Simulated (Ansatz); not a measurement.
Structures of equal composition on the (110) surface of bcc W: a layer of Ti in place of the second plane; a layer of Ti in place of the third plane. The slabs share one bottom face, and each structure is named by its start. These are constructed structures in small cells; real faces may alloy, dewet or reconstruct in larger ones, and not all known structures of the face are among them. Slabs of about 11 Å, Fermi-Dirac smearing of 0.1 eV. Bottom of the slabs: a bare face, its two planes held. Relaxed from the named starts with such symmetry as they have, on meshes of like density; energies extrapolated to zero smearing; spin only where a row says so; no spin-orbit coupling, no U. Brackets mark spin-polarised runs, whose order is one that fits the cell.

All values below come from PBE (plane waves to 420 eV, PAW; Ansatz, a program for electronic structure).

Task: Rank these by energy per 1x1 cell (lowest first), as PBE gives it.

Result: a layer of Ti in place of the second plane (0.000 eV), a layer of Ti in place of the third plane (0.056 eV)
